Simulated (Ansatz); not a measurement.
Take SiC in the zinc blende structure (space group F-43m, No. 216) as the base.

```yaml
crystal:
  lattice:
    - [0.00000, 2.17817, 2.17817]
    - [2.17817, 0.00000, 2.17817]
    - [2.17817, 2.17817, 0.00000]
  atoms:
    - { symbol: Si, position: [0.00000, 0.00000, 0.00000] }
    - { symbol: C, position: [0.25000, 0.25000, 0.25000] }
```

Cartesian axes are those of the cell as printed.

Level of theory: r2SCAN (Ansatz, a program for electronic structure), no spin-orbit coupling.

For the base:

The smallest direct gap is 5.05 eV and the band gap is 1.71 eV.

It is then changed as follows: uniaxial strain ε_zz = −1.50 %, all other strain components held at zero, atoms relaxed at fixed cell.

Task: How does this affect the smallest direct gap, hole mass, energy relative to the base, band gap and stress?

Result: The smallest direct gap stays 5.05 eV; the hole mass is 0.37 mₑ along z, 0.57 mₑ across (at Γ); the energy goes up by 3.0 meV/atom; the band gap shrinks by 0.17 eV (1.71 eV → 1.54 eV); the stress (xx, yy, zz, yz, xz, xy; compression positive) is (2.15, 2.15, 6.26, 0.00, 0.00, 0.00) GPa.

Effective masses come from finite differences of ±0.01 Å⁻¹. Stability against distortions was not tested.
